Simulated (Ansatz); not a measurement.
Take NbSi2 (space group P6_222, No. 180; a = 4.810 Å, c = 6.618 Å) as the base.

Computed with PBE, PAW, 420 eV (Ansatz, a program for electronic structure; no SOC).

Base values:

| Item | Value |
|---|---|
| Lattice parameter a | 4.810 Å |

It is then changed as follows: a hydrostatic pressure of 2.1 GPa.

Task: Predict the new lattice parameter a.

Result: The lattice parameter a drops by 0.0206 Å (4.810 Å → 4.790 Å).

Load acts through the strain it causes; cell and atoms are relaxed under it. Stability against distortions was not tested. All final runs are without spin polarisation. An odd electron count without spin: NbSi2.
